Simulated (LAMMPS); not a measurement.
System: a free-standing liquid film of Cu with 50 % of Cu sites Au, 2352 atoms, at 1620 K.

Level of theory: classical MD, pair style eam, the elements' _u3.eam files (universal-3 set of Foiles, Baskes and Daw) (LAMMPS).

```csv
z (Å),"number density (Å⁻³), Au","number density (Å⁻³), Cu"
-27.86,0.0000,0.0000
-26.86,0.0001,0.0000
-25.86,0.0016,0.0006
-24.85,0.0101,0.0045
-23.85,0.0268,0.0137
-22.84,0.0349,0.0236
-21.84,0.0316,0.0314
-20.84,0.0290,0.0344
-19.83,0.0295,0.0313
-18.83,0.0314,0.0305
-17.82,0.0304,0.0296
-16.82,0.0308,0.0308
-15.81,0.0296,0.0316
-14.81,0.0288,0.0325
-13.81,0.0304,0.0312
-12.80,0.0296,0.0314
-11.80,0.0300,0.0312
-10.79,0.0306,0.0309
-9.790,0.0302,0.0311
-8.790,0.0297,0.0318
-7.780,0.0295,0.0317
-6.780,0.0298,0.0314
-5.770,0.0300,0.0314
-4.770,0.0299,0.0308
-3.770,0.0311,0.0301
-2.760,0.0307,0.0304
-1.760,0.0290,0.0320
-0.7500,0.0297,0.0320
0.2500,0.0295,0.0318
1.260,0.0295,0.0318
2.260,0.0294,0.0326
3.260,0.0294,0.0310
4.270,0.0317,0.0301
5.270,0.0308,0.0289
6.280,0.0313,0.0304
7.280,0.0300,0.0301
8.280,0.0311,0.0307
9.290,0.0309,0.0303
10.29,0.0299,0.0306
11.30,0.0302,0.0309
12.30,0.0312,0.0300
13.30,0.0319,0.0297
14.31,0.0300,0.0304
15.31,0.0304,0.0313
16.32,0.0286,0.0328
17.32,0.0292,0.0324
18.32,0.0301,0.0318
19.33,0.0278,0.0336
20.33,0.0287,0.0357
21.34,0.0300,0.0328
22.34,0.0339,0.0256
23.35,0.0262,0.0144
24.35,0.0087,0.0043
25.35,0.0011,0.0006
26.36,0.0001,0.0000
27.36,0.0000,0.0000
```

Main features:
- number density in the middle: 0.0612 Å⁻³
